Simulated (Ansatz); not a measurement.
Start from PbI$_{2}$ in the 2H-MoS2 type structure (space group P6_3/mmc, No. 194; a = 4.2732 Å, c = 14.3620 Å; a hypothetical phase, not in the database extracts checked).

Perturbation: cell and atoms relaxed at a pressure of 0.3 GPa.

Levels (all Ansatz, a first-principles code, PAW, earlier PAW set): PBEsol-D3(BJ) (420 eV, no spin-orbit coupling); HSE06 (420 eV, scalar-relativistic without spin-orbit coupling); PBEsol+SOC (420 eV, with spin-orbit coupling).

One geometry, relaxed with PBEsol-D3(BJ), under each level:

The valence-band top lists the three highest levels at Γ (Kramers pairs under SOC), from the VBM.

| level | band gap | lowest conduction level above the VBM at special points | valence-band top at Γ | electron mass | hole mass |
|---|---|---|---|---|---|
| PBEsol-D3(BJ) | 1.26 eV | K 1.26 eV; M 1.56 eV; H 1.69 eV; Γ 2.59 eV | 0.00, -0.58, -0.58 eV | 0.34 mₑ along c, 0.48 mₑ across (at K) | 0.31 mₑ along c, 1.1 mₑ across (at Γ) |
| HSE06 | [?] | [?] | – | – | – |
| PBEsol+SOC | 0.94 eV | K 0.94 eV; M 1.24 eV; H 1.19 eV; L 1.75 eV | 0.00, -0.43, -0.74 eV | 0.40 mₑ along c, 0.54 mₑ across (at K) | 0.33 mₑ along c, 0.46 mₑ across (at Γ) |

Q: Give the withheld HSE06 results.

A: 
- HSE06, band gap: 1.84 eV
- HSE06, lowest conduction level above the VBM at special points: K 1.84 eV; M 2.20 eV; H 2.28 eV; Γ 3.41 eV

Single points use the geometry relaxed with PBEsol-D3(BJ). The hybrid gap comes from the SCF mesh plus the semilocal run's edge points and a few special points and is an upper bound. Differences between runs with and without spin-orbit coupling are approximate. With I and Pb present, leaving out spin-orbit coupling can change the band edges. Load acts through the strain it causes; cell and atoms are relaxed under it. Effective masses come from finite differences of ±0.01 Å⁻¹. Whether these cells are dynamically stable was not tested.
